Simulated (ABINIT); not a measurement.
**Worked example: self-consistent single point of ZnO (P6_3mc, 4 atoms in the cell) in ABINIT**

Method: PBE, PAW (JTH v2.0 PBE PAW) (plane waves; ABINIT).

Input:

```
# ZnO, JTH v2.0 PBE PAW
pp_dirpath "./"
pseudos "Zn.GGA_PBE-JTH.xml, O.GGA_PBE-JTH.xml"
acell 3*1.0 Angstrom
rprim
         3.2373498032    0.0000000457    0.0000000000
        -1.6186749411    2.8036271476    0.0000000000
         0.0000000000    0.0000000000    5.2220600000
natom 4
ntypat 2
znucl 30 8
typat 1 1 2 2
xcart
         3.0588522239    1.7660292124    4.9399538785
        -0.0000000498    3.5320583385    0.0058222753
         3.0588522239    1.7660292124    8.6813085079
        -0.0000000498    3.5320583385    3.7471769047
ecut 30
pawecutdg 60
pawxcdev 0
occopt 3
tsmear 0.00073499
nband 24
kptopt 1
ngkpt 8 8 5
nshiftk 1
shiftk 0 0 0
nstep 60
toldfe 1.0e-09
prtwf 0
prtden 0
prtvol 1
enunit 2
```

Log, with long lists cut:

```
 Symmetries : space group P6_3 m c (#186); Bravais hP (primitive hexag.)

 -outvars: echo values of preprocessed input variables --------
            acell      1.8897261329E+00  1.8897261329E+00  1.8897261329E+00 Bohr
             ecut      3.00000000E+01 Hartree
           enunit           2
              ixc     -101130
         kptrlatt        8    0    0      0    8    0      0    0    5
          kptrlen      4.89416362E+01
            natom           4
            nband          24
            ngfft          32      32      50
          ngfftdg          45      45      72
             nkpt          30
            nstep          60
             nsym          12
           ntypat           2
           occopt           3
        pawecutdg      6.00000000E+01 Hartree
         pawxcdev           0
            rprim      3.2373498032E+00  4.5700000000E-08  0.0000000000E+00
                      -1.6186749411E+00  2.8036271476E+00  0.0000000000E+00
                       0.0000000000E+00  0.0000000000E+00  5.2220600000E+00
          spgroup         186
           toldfe      1.00000000E-09 Hartree
           tsmear      7.34990000E-04 Hartree
            typat      1  1  2  2
           useylm           1
             xred      6.6666666447E-01  3.3333333115E-01  5.0059000000E-01
                       3.3333333114E-01  6.6666666448E-01  5.8999999826E-04
                       6.6666666447E-01  3.3333333115E-01  8.7971999834E-01
                       3.3333333114E-01  6.6666666448E-01  3.7971999834E-01
            znucl       30.00000    8.00000

== DATASET  1 ==================================================================

 Real(R)+Recip(G) space primitive vectors, cartesian coordinates (Bohr,Bohr^-1):
 R(1)=  6.1177045  0.0000001  0.0000000  G(1)=  0.1634600  0.0943737  0.0000000
 R(2)= -3.0588523  5.2980875  0.0000000  G(2)= -0.0000000  0.1887474  0.0000000
 R(3)=  0.0000000  0.0000000  9.8682632  G(3)=  0.0000000  0.0000000  0.1013350
 Unit cell volume ucvol=  3.1985147E+02 bohr^3
 Angles (23,13,12)=  9.00000000E+01  9.00000000E+01  1.20000000E+02 degrees

 Coarse grid specifications (used for wave-functions):

 getcut: wavevector=  0.0000  0.0000  0.0000  ngfft=  32  32  50
         ecut(hartree)=     30.000   => boxcut(ratio)=   2.05496

 Fine grid specifications (used for densities):

 getcut: wavevector=  0.0000  0.0000  0.0000  ngfft=  45  45  72
         ecut(hartree)=     60.000   => boxcut(ratio)=   2.06264

   9.24308564E+02                                ecore*ucvol(ha*bohr**3)

_setup2: Arith. and geom. avg. npw (full set) are    2510.703    2510.680

--- !BeginCycle
solver: {iscf: 17, nstep: 60, nline: 4, wfoptalg: 10, }
tolerances: {toldfe: 1.00E-09, }
...

     iter   Etot(hartree)      deltaE(h)  residm     nres2
 ETOT  1  -159.08509066892    -1.591E+02 8.024E+00 1.566E+01
 ETOT  2  -161.07490134755    -1.990E+00 5.740E-01 7.702E+01
 ETOT  3  -160.99925034347     7.565E-02 3.743E-01 3.305E+01
 ETOT  4  -160.95990069232     3.935E-02 6.272E-02 2.593E+00
 ETOT  5  -160.98796540503    -2.806E-02 2.767E-02 1.091E+01
 ETOT  6  -160.98803495367    -6.955E-05 4.151E-02 9.474E+00
   [... 20 lines left out ...]
 ETOT 27  -160.97893831816     1.425E-07 7.940E-04 5.138E-06
 ETOT 28  -160.97893832120    -3.046E-09 9.360E-04 3.605E-07
 ETOT 29  -160.97893833500    -1.380E-08 5.797E-04 1.230E-07
 ETOT 30  -160.97893833537    -3.711E-10 6.942E-04 1.056E-07
 ETOT 31  -160.97893833537     4.064E-12 3.713E-04 6.595E-08

 At SCF step   31, etot is converged :
  for the second time, diff in etot=  4.064E-12 < toldfe=  1.000E-09

 Cartesian components of stress tensor (hartree/bohr^3)
  sigma(1 1)= -1.62992750E-04  sigma(3 2)=  0.00000000E+00
  sigma(2 2)= -1.62992749E-04  sigma(3 1)=  0.00000000E+00
  sigma(3 3)= -1.65177128E-04  sigma(2 1)= -2.44801930E-13

 ----iterations are completed or convergence reached----

 reduced coordinates (array xred) for    4 atoms
       0.666666664475      0.333333331149      0.500589999998
       0.333333331141      0.666666664482      0.000589999998
       0.666666664475      0.333333331149      0.879719998338
       0.333333331141      0.666666664482      0.379719998338
 cartesian forces (eV/Angstrom) at end:
    1      0.00000000000000     0.00000000000000    -0.00369642501101
    2     -0.00000000000000    -0.00000000000000    -0.00369642501101
    3      0.00000000000000    -0.00000000000000     0.00369642501101
    4      0.00000000000000     0.00000000000000     0.00369642501101
 frms,max,avg= 2.1341320E-03 3.6964250E-03   0.000E+00  0.000E+00  1.252E-03 e/A
 length scales=  1.889726132886  1.889726132886  1.889726132886 bohr
              =  1.000000000000  1.000000000000  1.000000000000 angstroms
 Fermi (or HOMO) energy (hartree) =   0.24178   Average Vxc (hartree)=  -0.37691
 Eigenvalues (hartree) for nkpt=  30  k points:
 kpt#   1, nband= 24, wtk=  0.00313, kpt=  0.0000  0.0000  0.0000 (reduced coord)
  -0.43892   -0.41222    0.01623    0.01623    0.01785    0.01863    0.02337    0.02337
   0.05986    0.05986    0.06766    0.06766    0.07791    0.19759    0.19759    0.22357
   0.22692    0.22692    0.25608    0.41957    0.52865    0.70187    0.70187    0.74169
      occupation numbers for kpt#   1
   2.00000    2.00000    2.00000    2.00000    2.00000    2.00000    2.00000    2.00000
   2.00000    2.00000    2.00000    2.00000    2.00000    2.00000    2.00000    2.00000
   2.00000    2.00000    0.00000    0.00000    0.00000    0.00000    0.00000    0.00000
 prteigrs : prtvol=0 or 1, do not print more k-points.

 Fermi (or HOMO) energy (eV) =   6.57913   Average Vxc (eV)= -10.25636
 Eigenvalues (   eV  ) for nkpt=  30  k points:
 kpt#   1, nband= 24, wtk=  0.00313, kpt=  0.0000  0.0000  0.0000 (reduced coord)
 -11.94362  -11.21708    0.44159    0.44159    0.48583    0.50689    0.63582    0.63582
   1.62887    1.62887    1.84118    1.84118    2.12005    5.37676    5.37676    6.08363
   6.17470    6.17470    6.96823   11.41703   14.38533   19.09888   19.09888   20.18249
 prteigrs : prtvol=0 or 1, do not print more k-points.

--- !EnergyTerms
comment             : Components of total free energy in Hartree
kinetic             :  2.84358656010277E+01
hartree             :  4.04070741391077E+01
xc                  : -9.37667783366029E+00
Ewald energy        : -1.09034019809717E+02
psp_core            :  2.88980557190607E+00
local_psp           : -1.49117478587359E+02
spherical_terms     :  3.48165528955555E+01
internal            : -1.60978878023139E+02
'-kT*entropy'       : -6.79858188085562E-13
total_energy        : -1.60978878023139E+02
total_energy_eV     : -4.38045804323976E+03
...

-Cartesian components of stress tensor (GPa)         [Pressure=  4.8168E+00 GPa]
- sigma(1 1)= -4.79541145E+00  sigma(3 2)=  0.00000000E+00
- sigma(2 2)= -4.79541144E+00  sigma(3 1)=  0.00000000E+00
- sigma(3 3)= -4.85967806E+00  sigma(2 1)= -7.20232023E-09

 Calculation completed.
```

The run converged in 31 iterations.

The starting cell comes from a database of computed structures (which also holds hypothetical and non-ambient phases and stackings), without a prior relaxation at this level. With a pressure of about 5 GPa the cell is away from its equilibrium volume at this level.

Cost on one core of a shared machine: roughly 6 min.
